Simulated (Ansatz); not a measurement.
The parent structure is BaTiO3 (space group R3m, No. 160; a = 5.6802 Å, c = 6.9948 Å (hexagonal axes)). Axes: x lies along a and z along c of the hexagonal cell.

The values are results of r2SCAN, PAW, 500 eV (Ansatz, a quantum-chemistry and plane-wave program; no spin-orbit coupling), earlier PAW set, not measurements.

Strains are applied to the cell and any free atomic positions relax; under biaxial strain the out-of-plane vector relaxes too.

One change was made to it. Results:

The energy grows by 4.4 meV/atom; the pressure (mean of the normal stresses, compression positive) goes from zero to -32.8 kbar.

Q: Name the change that was made.
A) biaxial strain −0.66 %, plane normal [001], relaxed out of plane
B) biaxial strain +0.40 %, plane normal [001], relaxed out of plane
C) isotropic strain +1.05 %
D) uniaxial strain ε_xx = +5.80 %
E) tensor shear ε_yz = −2.45 %

A: C, isotropic strain +1.05 %. For comparison, the pressure in the other runs: uniaxial strain ε_xx = +5.80 % gives -53.3 kbar; biaxial strain −0.66 %, plane normal [001], relaxed out of plane gives 14.9 kbar; tensor shear ε_yz = −2.45 % gives 4.6 kbar; biaxial strain +0.40 %, plane normal [001], relaxed out of plane gives -8.4 kbar.

Whether these cells are dynamically stable was not tested. All final runs are without spin polarisation. This is not the structure that BaTiO3 has at room temperature and ambient pressure.
